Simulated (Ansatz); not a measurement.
Take CsPbCl3 in the cubic perovskite structure (space group Pm-3m, No. 221; a = 5.6188 Å) as the base. Axes: x, y, z lie along the cube axes.

All numbers come from PBEsol in Ansatz (plane waves to 420 eV, PAW, scalar-relativistic without spin-orbit coupling), earlier PAW set.

The change: the cell is compressed by 2.33 % along y with no lateral relaxation; the atoms relax in the strained cell.

Q: Predict the stress tensor and what it implies for the stiffness.

A: Stress of the strained cell less that of the base (GPa, compression positive):
```
   0.20    0.00    0.00
   0.00    1.58    0.00
   0.00    0.00    0.20
```

Then −Δσ_ii/ε with ε = -0.0233 gives secant stiffness values (nonlinear terms included at this strain): C22 ≈ 68 GPa.

Whether these cells are dynamically stable was not tested. Many cubic perovskites are stable only at high temperature; tilts and polar distortions were not tested. This is not the structure that CsPbCl3 has at room temperature and ambient pressure.

Ansatz is a quantum-chemistry and plane-wave program.
